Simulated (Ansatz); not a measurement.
# Pressure series in BaZrO3

Start from BaZrO₃ in the cubic perovskite structure (space group Pm-3m, No. 221; a = 4.1806 Å).

Cell and atoms are relaxed at each pressure.

Method: PBEsol/PAW in Ansatz (a program for electronic structure), spin-orbit coupling left out.

Notes on the quantities. band gap: an upper bound: an edge found on the path is not a true extremum; the base alone.

| variant | shortest interatomic distance | band gap |
|---|---|---|
| base | 2.090 Å | 3.17 eV |
| pressure −2 GPa | 2.099 Å | 3.15 eV |
| pressure −1 GPa | 2.095 Å | 3.16 eV |
| pressure 3 GPa | 2.078 Å | 3.21 eV |
| pressure 7 GPa | 2.063 Å | 3.26 eV |
| pressure 15 GPa | 2.037 Å | 3.33 eV |
| pressure 30 GPa | 1.997 Å | 3.37 eV |
| pressure 50 GPa | 1.957 Å | 3.28 eV |
| pressure 100 GPa | 1.885 Å | 2.92 eV |

Load acts through the strain it causes; cell and atoms are relaxed under it. Stability against distortions was not tested. No other phases were tried under pressure.
